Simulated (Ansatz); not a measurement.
The starting structures come from a database of crystals and need not be the phases stable at ambient conditions.

By PBEsol, the system below comes out a metal.

The ballistic (Sharvin) conductance counts the channels at the Fermi level: G/A = (e²/h) × channels of both spins per area.

Given:

```xyz
2
Lattice="3.1023 0.0000 0.0000 0.0000 6.2698 0.0000 0.0000 0.0000 3.2022" Properties=species:S:1:pos:R:3 pbc="T T T"
In     0.0000     0.0000     3.1943
Sb     0.0000     3.1349     0.8085
```

Space group of this cell: Pmm2. The cell is strained (all lengths scaled by 1.02); by PBEsol its mean pressure is -4.5 GPa.

The current flows along the normal of the first two printed cell vectors. No spin-orbit coupling; the value is a mean over 0.1 eV about the Fermi level.

Estimate the ballistic conductance per area that PBEsol (Ansatz, an electronic-structure program) returns for this system.

0.78 × 10¹⁵ S/m² for both spins.
